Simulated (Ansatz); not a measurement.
Take TiAl (space group P4/mmm, No. 123; a = 2.813 Å, c = 4.062 Å; relaxed with 0.1 eV smearing) as the base.

Method: r2SCAN in Ansatz (plane waves to 500 eV, PAW, without spin-orbit coupling).

Strains are applied to the cell and any free atomic positions relax.

One change was made to it. Results:

| quantity | base | after |
|---|---|---|
| energy relative to the base (free energy F) | 0 meV/atom | +21 meV/atom |
| pressure (mean of the normal stresses, compression positive) | 0.0 GPa | -6.4 GPa |

Task: Which of these changes matches the shifts?
A) isotropic strain +2.50 %
B) isotropic strain +2.00 %
C) isotropic strain +3.00 %
D) isotropic strain +1.50 %

Result: B, isotropic strain +2.00 %. For comparison, the energy relative to the base in the other runs: isotropic strain +2.50 % gives +32 meV/atom; isotropic strain +1.50 % gives +12 meV/atom; isotropic strain +3.00 % gives +45 meV/atom.

Stability against distortions was not tested. The final runs are not spin-polarised.

Ansatz is a quantum-chemistry and plane-wave program.
